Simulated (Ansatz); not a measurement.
**What uniaxial strain ε_zz = −0.50 % does to KF**

Base system: KF in the rock salt structure (space group Fm-3m, No. 225; a = 5.307 Å). Axes: x, y, z lie along the cube axes.

Perturbation: the cell is compressed by 0.50 % along z with no lateral relaxation, atoms relaxed at fixed cell.

Calculations: PBEsol (Ansatz, an electronic-structure program), scalar-relativistic without spin-orbit coupling. k-mesh 11×11×11 (Γ-centred); smearing 0.05 eV (Fermi–Dirac).

| quantity | base | changed | shift |
|---|---|---|---|
| volume per atom | 18.68 Å³ | 18.59 Å³ | -0.09 Å³ |
| space group | Fm-3m (No. 225) | I4/mmm (No. 139) | – |
| shortest interatomic distance | 2.653 Å | 2.640 Å | -0.013 Å |
| energy relative to the base (free energy F) | 0 meV/atom | +0.1 meV/atom | +0.1 meV/atom |
| pressure (mean of the normal stresses, compression positive) | -0.01 GPa | 0.16 GPa | +0.17 GPa |
| band gap | 6.15 eV | 6.17 eV | +0.02 eV |
| gap character | direct at Γ | direct at Γ | – |
| electron mass | 0.54 mₑ (at Γ) | 0.54 mₑ (at Γ) | – |
| valence-band top at Γ (three highest levels, from the VBM) | 0.00, 0.00, 0.00 eV | 0.00, -0.01, -0.01 eV | – |
| stress (xx, yy, zz, yz, xz, xy; compression positive) | – | (0.07, 0.07, 0.35, 0.00, 0.00, 0.00) GPa | – |

Final structure:

```
KF
1.0
    0.00000     2.65339     2.64012
    2.65339     0.00000     2.64012
    2.65339     2.65339     0.00000
K F
1 1
Cartesian
  0.00000   0.00000   0.00000
  2.65339   2.65339   2.64012
```

Effective masses come from finite differences of ±0.01 Å⁻¹. Whether these cells are dynamically stable was not tested. Labels are those of the standard path for the cell's own space group.
